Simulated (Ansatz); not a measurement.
Band structure of Zn3CrS4 (P-43m, 8 atoms in the cell).

```yaml
crystal:
  lattice:
    - [5.46733, 0.00000, 0.00000]
    - [0.00000, 5.46733, 0.00000]
    - [0.00000, 0.00000, 5.46733]
  atoms:
    - { symbol: Zn, position: [0.50000, 0.50000, 0.00000] }
    - { symbol: Zn, position: [0.00000, 0.50000, 0.50000] }
    - { symbol: Zn, position: [0.50000, 0.00000, 0.50000] }
    - { symbol: Cr, position: [0.00000, 0.00000, 0.00000], spin: 3.0 }
    - { symbol: S, position: [0.74884, 0.74884, 0.25116] }
    - { symbol: S, position: [0.74884, 0.25116, 0.74884] }
    - { symbol: S, position: [0.25116, 0.25116, 0.25116] }
    - { symbol: S, position: [0.25116, 0.74884, 0.74884] }
```
(The spins are starting values, not results.)

Level of theory: PBEsol, PAW files made with PBE (plane waves; Ansatz, a quantum-chemistry and plane-wave program).

Settings: basis.ecutwfc = 420 eV; kpoints.mp_grid.grid = 3 3 3; hamiltonian.xc = pbesol; hamiltonian.pseudopotentials = {kind: paw} (the program's default PAW files); magnetization.spin_polarized = true; scf.occupations.method = fermi_dirac; scf.occupations.width = 0.1 eV; kpoints.band_path.npoints = 8.

The starting cell comes from a database of computed structures (which also holds hypothetical and non-ambient phases and stackings), without a prior relaxation at this level. With one magnetic atom in the cell only a parallel order is possible.

Levels in eV from the Fermi level, bands 36 to 43 of the first spin channel:
```tsv
point	36	37	38	39	40	41	42	43
Γ	-1.41	-1.41	0.17	0.17	0.17	0.64	2.49	2.49
X	-1.28	-0.87	-0.40	-0.22	-0.22	2.88	2.90	3.50
M	-1.03	-0.74	-0.61	0.00	0.00	3.24	3.24	3.64
R	-0.83	-0.83	0.11	0.11	0.11	1.90	1.90	1.90
```

Bands cross the Fermi level along this path, so the cell is metallic at this level.

The net moment of the cell came out as 4.00 μB.

Keys are those of Ansatz 0.2.
